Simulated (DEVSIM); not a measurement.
Device: abrupt Ge n-p junction, at 300 K.

```csv
layer (left to right),material,thickness (μm),Nd (cm⁻³),Na (cm⁻³),τn (s),τp (s)
1,Ge,3.30,7e16,-,1.4e-6,1.4e-6
2,Ge,12.0,-,3e15,1.4e-6,1.4e-6
```

Left contact: ohmic. Right contact: ohmic. Voltage is applied to the left contact. Recombination: SRH at mid-gap, Auger. Mobility is constant in doping.

Constants are typed, rounded textbook-type inputs, not results; the design itself was drawn at random and stands for no fabricated device. Values at 300 K.

| parameter | Ge |
|---|---|
| gap (eV) | 0.664 |
| affinity (eV) | 4 |
| permittivity | 16 |
| Nc (cm⁻³) | 1.04e19 |
| Nv (cm⁻³) | 6e18 |
| μn (cm²/Vs) | 3900 |
| μp (cm²/Vs) | 1900 |
| Cn (cm⁶/s) | 1e-31 |
| Cp (cm⁶/s) | 1e-31 |

Model (solved in DEVSIM): 1D drift-diffusion, Boltzmann statistics, complete ionisation; no tunnelling, impact ionisation, image-force lowering or self-heating.

The thickness of layer 2 was swept, all else fixed.

```tsv
thickness of layer 2 (μm)	dark forward voltage at 1 A/cm² (V)	dark forward voltage at 100 A/cm² (V)
2.4	___	___
4.2	0.132	0.262
7.2	0.146	0.280
12	0.159	0.298
20	0.172	0.323
36	0.185	0.358
60	0.195	0.404
```

Problem. Fill in the missing entries.

Solution. 
- 2.4, dark forward voltage at 1 A/cm² (V): 0.116
- 2.4, dark forward voltage at 100 A/cm² (V): 0.243
